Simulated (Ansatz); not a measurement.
An Ansatz (a quantum-chemistry and plane-wave program) run: MgO with a change (biaxial strain −1.50 %, plane normal [001], relaxed out of plane); PBEsol (Ansatz, PAW, no spin-orbit coupling).

Input:

Ansatz 0.2 input:
```yaml
crystal:
  lattice:
    - [2.9351158375, 0, 0]
    - [0, 2.9351158375, 0]
    - [1.4675579188, -1.4675579188, 2.1228488473]
  atoms:
    - { symbol: Mg, position: [0, 0, 0] }
    - { symbol: O, position: [0.5, 0.5, 0] }
basis: { ecutwfc: 420, ecutrho_ratio: 4, xc_grid: 2, fft_grid_basis: typed }
kpoints: { mp_grid: { grid: [13, 13, 13] } }
hamiltonian:
  xc: pbesol
  dispersion: none
  pseudopotentials: { kind: paw }
scf: { occupations: { method: fermi_dirac, width: 0.05 } }
relax: { f_tol: 0.005, max_steps: 50, cell: { stress_tol: 0.01, fix: [a, b, gamma] } }
output: { forces: true, stress: true }
checkpoint: { write: state.ck, write_every: 1000 }
```

Output (explanatory and most iteration lines left out):

```
Relaxation: its limit of steps is 50 (relax.max_steps)
Pseudopotential: Mg, paw, valence charge 10
Pseudopotential: O, paw, valence charge 6
Crystal: 2 atoms, lattice volume = 18.288 Å³
Basis set: ecut = 420 eV, 339 PW (Γ), exchange–correlation on 40×40×40 points (8 copies of the dense FFT grid, shifted against one another)
Bands: 12, of which v1, the nominal top of the filled ones, is band 8 counted from 1 (7 counted from 0)
Symmetry: 16 space group operations
Space group: I4/mmm (ITA 139), of the structure as read, at distance tolerance 2.6e-5 Å
k-points: 196 of 2197
Functional: x = pbesol(κ = 0.804, μ = 0.12345679012345678), c = pbesol(β = 0.046)
SCF iter   1: F=—  HF=-2475.871898 eV  |F-HF|=—  |Δ(HF+E_count)|=         —  Δρ=1.49e-2  dr2=3.22e-2  ethr=1.77e-3  ⟨swp⟩=5.5  Hψ=13476  notcnv=0
SCF iter   2: F=—  HF=-2475.862985 eV  |F-HF|=—  |Δ(HF+E_count)|=   8.91e-3  Δρ=4.17e-3  dr2=3.09e-3  ethr=2.01e-4  ⟨swp⟩=2.0  Hψ=4658  notcnv=0
SCF 1 converged in 6 iterations: F = -2475.862170 eV  dr2 = 3.58e-10
relax step   1: F+E_penalty+E_count = -2475.86216997 eV  Δ(F+E_penalty+E_count) = +0.000e0 eV  max|allowed force component| = 3.944e-31 eV/Å  Δτ_max = 0.0000 Å  P = +3.936 GPa  Ω = 18.288 Å³  fix = [a, b, gamma]  reactions: a +5.612, b +5.612 GPa  (6 SCF iters, dr2 threshold 1.00e-7 eV, accepted)
[... steps on the carried basis left out ...]
relax step   5: F+E_penalty+E_count = -2475.86224136 eV  Δ(F+E_penalty+E_count) = +8.686e-6 eV  max|allowed force component| = 2.564e-30 eV/Å  Δτ_max = 0.0000 Å  P = +3.610 GPa  Ω = 18.326 Å³  energy of the carried Pulay correction = -8.916e-6 eV  fix = [a, b, gamma]  reactions: a +5.415, b +5.415 GPa  (7 SCF iters, dr2 threshold 2.89e-9 eV, accepted)
Crystal: 2 atoms, lattice volume = 18.326 Å³
SCF iter   1: F=—  HF=-2475.862255 eV  |F-HF|=—  |Δ(HF+E_count)|=         —  Δρ=1.95e-6  dr2=1.79e-10  ethr=5.92e-8  ⟨swp⟩=3.0  Hψ=19608  notcnv=0
SCF iter   2: F=—  HF=-2475.862242 eV  |F-HF|=—  |Δ(HF+E_count)|=   1.29e-5  Δρ=1.23e-6  dr2=8.90e-11  ethr=1.12e-12  ⟨swp⟩=3.4  Hψ=5529  notcnv=0
SCF 6 converged in 9 iterations: F = -2475.862242 eV  dr2 = 2.33e-15
SCF converged after 9 iterations
Free energy (F): -2475.862242 eV
Internal energy: -2475.862242 eV  (E = F + TS)
E sigma→0 (E₀):  -2475.862242 eV
Fermi energy:    10.733908 eV
--- Forces (eV/Å), atoms counted from 1 ---
  atom   1  Mg    -0.00000000    -0.00000000     0.00000000
  atom   2  O      0.00000000     0.00000000     0.00000000
--- Stress (GPa, compression-positive) ---
        5.414498      -0.000000      -0.000000
       -0.000000       5.414498       0.000000
       -0.000000       0.000000       0.001855
  P = ⅓ Tr σ = 3.6103 GPa (36.103 kbar)
--- Relaxed structure (4 steps of the walk, 4 accepted, 2 SCFs on fresh bases) ---
  cell:  # Å, volume = 18.3262 Å³
    - [2.9351158375, 2.0354046287013347e-22, -3.456569614615208e-11]
    - [2.0353808847663414e-22, 2.9351158375, 3.456569585525264e-11]
    - [1.467557918775052, -1.467557918775052, 2.1272648101480622]
  atoms:
    - { symbol: Mg, position: [-5.00616680719023e-40, -1.6359003391777452e-48, -8.151387726553896e-51] }
    - { symbol: O, position: [0.5, 0.5, 2.5185015863461318e-27] }
```

Stability against distortions was not tested. The cell was made from MgO in the rock salt structure (space group Fm-3m, No. 225) by this change: biaxial strain −1.50 %, plane normal [001], relaxed out of plane.
